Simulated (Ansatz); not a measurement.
We look at the surface energy of the Si(111) slab with 2 I, the mean of its two faces, with the listed reservoirs for the atoms in excess. Reaction: 2 I (Cmce) + 8 Si (diamond) → cell A.

Cell A: a slab of Si (diamond, Fd-3m) cut along (111), 10 atoms, hexagonal cell of 3.83 Å (12.7 Å²), symmetry P-3m1, 15.0 Å thick under 16 Å of vacuum, in-plane vectors held at the crystal's; planes from bottom to top: I | Si × 8 | I; added, foreign or displaced atoms, above the top plane and below the bottom plane: two times I bound to 1 Si at 2.45 Å; spin state with PBE: run without spin, k-point mesh 9×9×1.
```
CELL_PARAMETERS angstrom
      3.83354     0.00000     0.00000
      1.91677     3.31994     0.00000
      0.00000     0.00000    31.08498
ATOMIC_POSITIONS crystal
  Si 0.33333 0.33333 0.33686
  Si 0.66667 0.66667 0.36150
  Si 0.66667 0.66667 0.43705
  Si 0.00000 0.00000 0.46225
  Si 0.00000 0.00000 0.53775
  Si 0.33333 0.33333 0.56295
  Si 0.33333 0.33333 0.63850
  Si 0.66667 0.66667 0.66314
  I  0.33333 0.33333 0.25798
  I  0.66667 0.66667 0.74202
```

Reference: I (Cmce), 4 atoms in the cell, k-point mesh 10×10×4 on the run's own vectors. Conventional cell: a = 7.348 Å, b = 4.486 Å, c = 9.650 Å, α = β = γ = 90.00°.

Reference: Si (diamond, Fd-3m), 2 atoms in the cell, a perfect crystal on lattice vectors that match the other cells', k-point mesh 9×9×9 on the run's own vectors.

Plane-wave PAW calculations with Ansatz (a quantum-chemistry and plane-wave program), its default PAW set, cutoff 420 eV, 500 eV for r2SCAN. The structures are at rest with PBE+D3(BJ), within the held lattices; other levels are single points on them. HSE06 runs on coarser k-point meshes, mended by the PBE difference between the two meshes. Neutral cells; Fermi-Dirac smearing of at most 0.05 eV in the solids, energies taken to zero width. The lattices are those relaxed with PBE+D3(BJ), so at other levels the solids can be strained, which adds to the spread. A dispersion term (D3(BJ), or D4 for r2SCAN) was computed beside these levels and is taken off wherever the name lacks it. Nuclei at rest; no vibrational terms. No structure search was made; lower ones may exist. The runs are scalar-relativistic, without spin-orbit coupling. No correction for cell size. Cell A has symmetry P-3m1 and got no random move, so less symmetric positions, which may lie lower, weren't tried.

Task: What value does PBE+D3(BJ) give?

Result: -0.09 J/m², for 2 I (Cmce) + 8 Si (diamond) → cell A.

Task: How does the value move with the functional?

Result: 
```json
[
 {"Functional": "PBE", "value (J/m²)": "-0.22", "less PBE+D3(BJ)": "-0.13"},
 {"Functional": "r2SCAN", "value (J/m²)": "-0.28", "less PBE+D3(BJ)": "-0.19"},
 {"Functional": "HSE06", "value (J/m²)": "-0.36", "less PBE+D3(BJ)": "-0.27"}
]
```

The levels span 0.27 J/m², from HSE06 (-0.36) to PBE+D3(BJ) (-0.09).
